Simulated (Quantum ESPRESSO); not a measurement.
Quick settings and what they miss: BaTiO₃ (Pm-3m, 5 atoms in the cell)

Self-consistent single point.

```yaml
crystal:
  lattice:
    - [3.97883, 0.00000, 0.00000]
    - [0.00000, 3.97883, 0.00000]
    - [0.00000, 0.00000, 3.97883]
  atoms:
    - { symbol: Ba, position: [0.50000, 0.50000, 0.50000] }
    - { symbol: Ti, position: [0.00000, 0.00000, 0.00000] }
    - { symbol: O, position: [0.50000, 0.00000, 0.00000] }
    - { symbol: O, position: [0.00000, 0.50000, 0.00000] }
    - { symbol: O, position: [0.00000, 0.00000, 0.50000] }
```

Method of the run: PBE, PseudoDojo standard norm-conserving (PBE) pseudopotentials (plane waves; Quantum ESPRESSO 7.5).

Base settings: ecutwfc = 85 Ry; occupations = fixed; potentials = {Ba: Ba.upf, Ti: Ti.upf, O: O.upf}; K_POINTS = automatic 7 7 7 1 1 1; nbnd = 28; conv_thr = 1e-10 Ry; mixing_beta = 0.7.

Tight run (finer mesh or higher cutoff; not a proven limit): ecutwfc: 85 Ry → 119 Ry; conv_thr: 1e-10 Ry → 7.3e-11 Ry; K_POINTS: automatic 7 7 7 1 1 1 → automatic 10 10 10 1 1 1. It gave top of the valence band (on the code's own zero) 10.57 eV; gap on the k-point mesh 1.99 eV; pressure 4.85 GPa.

Quick runs, as changes from the base:
- A: the base itself
- B: ecutwfc: 85 Ry → 51 Ry; occupations: fixed → smearing; nbnd: 28 → default; K_POINTS: automatic 7 7 7 1 1 1 → automatic 1 1 1 1 1 1; smearing: default → fd; degauss: default → 0.019992 Ry
- C: ecutwfc: 85 Ry → 42 Ry; occupations: fixed → smearing; nbnd: 28 → default; K_POINTS: automatic 7 7 7 1 1 1 → automatic 4 4 4 1 1 1; smearing: default → cold; degauss: default → 0.0147 Ry; potentials: PseudoDojo standard norm-conserving (LDA) [LDA (PW92)]
- D: ecutwfc: 85 Ry → 42 Ry; conv_thr: 1e-10 Ry → 7.3e-06 Ry; K_POINTS: automatic 7 7 7 1 1 1 → automatic 2 2 2 1 1 1
- E: ecutwfc: 85 Ry → 51 Ry; K_POINTS: automatic 7 7 7 1 1 1 → automatic 6 6 6 1 1 1
- F: ecutwfc: 85 Ry → 68 Ry; occupations: fixed → smearing; nbnd: 28 → default; K_POINTS: automatic 7 7 7 1 1 1 → automatic 6 6 6 1 1 1; smearing: default → mp; degauss: default → 0.036749 Ry

Dashes: gap of A, B, left out as unsure on this mesh or at this smearing; energy of C, another energy zero; pressure of D, not trusted under this conv_thr with d or f elements.

Gaps are read on each run's own mesh, which may miss the band edges.

† marks runs with another functional, U, potentials or spin treatment: their distance from the tight run is not a convergence error alone.

The count of work is k-points × plane waves × bands × iterations; it is no time. 

The starting cell comes from a database of computed structures (which also holds hypothetical and non-ambient phases and stackings), without a prior relaxation at this level. Its lattice was rescaled by a random factor within 2.5 % of one. Spin polarisation is off, so a magnetic state, if there is one, cannot be reached. In the base run, with a pressure of about 5 GPa the cell is away from its equilibrium volume at this level.

```tsv
run	energy less tight (meV/atom)	pressure less tight (GPa)	gap on the mesh less tight (eV)	count of work / tight
A	0.2	-0.02	–	0.32
B	-168.4	-28.27	–	0.0077
C†	–	-84.06	0.753	0.022
D	1459.6	–	2.381	0.0031
E	390.9	-26.26	0.276	0.075
F	16.9	-2.24	0.206	0.11
```

Among the runs at the tight run's level, the energy misses run from 0.2 to 1459.6 meV/atom.
